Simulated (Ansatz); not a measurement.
The starting structures come from a database of crystals and need not be the phases stable at ambient conditions.

 Where the default PAW files enter, the runs use the earlier of Ansatz's two default sets.

Inside the gap of an insulator the Bloch states are evanescent, with a wavenumber k + iκ along the transport direction.

Input:

```yaml
crystal:
  lattice:
    - [5.99327, 0.00000, 0.00000]
    - [2.99664, 6.49760, 0.00861]
    - [2.99664, -1.38554, 2.65708]
  atoms:
    - { symbol: Na, position: [0.00000, 0.50000, 0.50000] }
    - { symbol: Na, position: [0.00000, 0.00000, 0.00000] }
    - { symbol: B, position: [0.50000, 0.00000, 0.00000] }
    - { symbol: B, position: [0.50000, 0.50000, 0.50000] }
    - { symbol: H, position: [0.62140, 0.37853, 0.61477] }
    - { symbol: H, position: [0.14236, 0.62147, 0.85757] }
    - { symbol: H, position: [0.62155, 0.37853, 0.14228] }
    - { symbol: H, position: [0.61470, 0.62147, 0.38538] }
    - { symbol: H, position: [0.37845, 0.12147, 0.88538] }
    - { symbol: H, position: [0.38530, 0.87853, 0.11477] }
    - { symbol: H, position: [0.37860, 0.12147, 0.35757] }
    - { symbol: H, position: [0.85764, 0.87853, 0.64228] }
```

Space group of this cell: P4_2/nmc. The cell was relaxed by PBE-D3(BJ).

Transport runs along the normal of the first two printed cell vectors, the (111) plane of the conventional cell.

The gap is the functional's own, uncorrected, and κ follows it; spin-orbit coupling is left out. Mid-gap values are interpolated between the computed energies.

**Question.** Compute, with Ansatz (an electronic-structure program) with r2SCAN, the band gap and the smallest decay constant κ at mid-gap.

**Answer.** Gap 6.78 eV on a 12×12×12 mesh; κ = 0.472 1/Å, at (0.000, 0.500) of the in-plane reciprocal vectors. At the zone centre, at the nearest computed energy, the slowest state has κ = 0.52 1/Å.
